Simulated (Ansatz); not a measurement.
Formation energy of F_i in Ir (fcc, Fm-3m): levels of theory

This concerns the formation energy of F_i in Ir (fcc, Fm-3m). Reaction: 64 Ir (fcc) + 1/2 F2 (gas) → cell A.

A: a supercell of 64 sites of Ir (fcc, Fm-3m) with F off the lattice sites (6 Ir at 2.18 Å); spin state with PBE: run without spin.

Method: Ansatz (a quantum-chemistry and plane-wave program), PAW, neutral cells at 0 K with nuclei at rest, on structures from PBE. Ansatz runs with its PAW set soft_1. Other levels take these structures. The lattices are those relaxed with PBE, so at other levels the solids can be strained, which adds to the spread. Larger cells are relaxed from a start prepared with the learned potential CHGNet, on a coarser mesh till forces fall under 0.03 eV/Å, which some starts already meet. A dispersion term (D3(BJ), or D4 for r2SCAN) was computed beside these levels and is taken off wherever the name lacks it. Space groups of crystals are read within 0.01 Å. The runs are scalar-relativistic, without spin-orbit coupling. No Hubbard U is applied. Mesh and cell size may move defect energies by 0.1 eV or more. Cell A has symmetry Fm-3m within 0.02 Å and got no random move, so less symmetric positions, which may lie lower, weren't tried.

| Method | value (eV) |
|---|---|
| PBE | 5.84 |
| PBE+D3(BJ) | … |
| RPBE | 6.41 |

### Question
Some entries are withheld; supply them.

### Answer

- PBE+D3(BJ), value (eV): 5.53

The levels shown span 0.88 eV, from PBE+D3(BJ) (5.53) to RPBE (6.41).
